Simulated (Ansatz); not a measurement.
Cells marked so need not be the phases stable at ambient conditions, and some may be hypothetical.

The gap is the functional's own. No spin-orbit coupling. Mid-gap values are interpolated on the energy grid.

A. Ga₂AsP (R3m, not sure to be the ambient phase, 4 atoms a cell, 21.5 Å³ an atom), along the normal of (101)
B. Rb₂NaYF₆ (Fm-3m, not sure to be the ambient phase, 10 atoms a cell, 18.4 Å³ an atom, -3 GPa at this level), along the normal of (111)
C. Ba₂NF (R-3m, not sure to be the ambient phase, 4 atoms a cell, 23.4 Å³ an atom), along the normal of (101)

Q: Rank these by mid-gap decay constant of the slowest evanescent state (highest first), as r2SCAN (Ansatz, a program for electronic structure) gives it.

A: B (0.55 1/Å), C (0.26 1/Å), A (0.09 1/Å)
